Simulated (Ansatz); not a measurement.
## Ga2O3: uniaxial strain ε_zz = −0.75 %

Take Ga₂O₃ in the corundum structure (space group R-3c, No. 167; a = 4.950 Å, c = 13.306 Å (hexagonal axes)) as the base. Axes: x lies along a and z along c of the hexagonal cell.

The change: the cell is compressed by 0.75 % along z with no lateral relaxation, atoms relaxed at fixed cell.

The values are results of LDA in Ansatz (plane waves to 420 eV, PAW, no spin-orbit coupling), not measurements. Settings: 8×8×8 k-points, 0.05 eV Fermi–Dirac smearing.

The space group is still R-3c (No. 167) and the shortest interatomic distance falls by 0.4 pm, from 191.1 pm to 190.7 pm. The energy increases by 0.6 meV/atom and the pressure (mean of the normal stresses, compression positive) goes from zero to 1.68 GPa. The band gap grows by 0.07 eV (3.04 eV → 3.11 eV) and the gap character is still indirect, Γ–S₀ (50 % along) → Γ. The smallest direct gap grows by 0.085 eV to 3.40 eV and the width of the top valence band hardly moves (0.47 eV against 0.48 eV). The electron mass goes from 0.24 mₑ (at Γ) to 0.25 mₑ (at Γ) and the stress (xx, yy, zz, yz, xz, xy; compression positive) comes out as (1.11, 1.11, 2.80, 0.00, 0.00, 0.00) GPa.

Final structure:

```
CELL_PARAMETERS angstrom
      2.47497     1.42892     4.40199
     -2.47497     1.42892     4.40199
      0.00000    -2.85785     4.40199
ATOMIC_POSITIONS crystal
  Ga 0.64392 0.64392 0.64392
  Ga 0.14392 0.14392 0.14392
  Ga 0.35608 0.35608 0.35608
  Ga 0.85608 0.85608 0.85608
  O  0.75000 0.44731 0.05269
  O  0.05269 0.75000 0.44731
  O  0.25000 0.55269 0.94731
  O  0.55269 0.94731 0.25000
  O  0.94731 0.25000 0.55269
  O  0.44731 0.05269 0.75000
```

Masses are band curvatures over ±0.01 Å⁻¹ around the edge. No phonon test of stability was made.

Ansatz is an electronic-structure program.
